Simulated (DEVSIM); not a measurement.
System: Schottky contact on n-type β-Ga2O3, at 300 K.

Layer 1 from the left is β-Ga2O3, thickness (μm) 0.610, Nd (cm⁻³) 2e16, τn (s) 3.1e-8, τp (s) 3.1e-8.

Left contact: Schottky, work function 5.04 eV, emission velocity 2.1e6 cm/s. Right contact: ohmic. Voltage is applied to the left contact. Recombination: SRH at mid-gap. Mobility is μmin + (μ − μmin)/(1 + (N/Nref)^α).

This is a model device: material constants are rounded textbook-type values typed into the input, and sizes, dopings and lifetimes were drawn at random. Values at 300 K.

β-Ga2O3: gap (eV) 4.8, affinity (eV) 4, permittivity 10, Nc (cm⁻³) 3.7e18, Nv (cm⁻³) 5e20, μn (cm²/Vs) 160, μp (cm²/Vs) 1, μn,min 20, μp,min 0.1, Nref,n 1e18, Nref,p 1e18, αn 0.8, αp 0.8.

DEVSIM, 1D drift-diffusion, Boltzmann statistics, complete ionisation; no tunnelling, impact ionisation, image-force lowering or self-heating. Metal contacts follow the ideal Schottky-Mott rule: no Fermi-level pinning, no interface dipoles.

### Question
What does the simulation give for the largest field in the device at zero bias, the potential step across the device at zero bias?

### Answer
largest field in the device at zero bias 80000 V/cm; potential step across the device at zero bias 0.905 V.
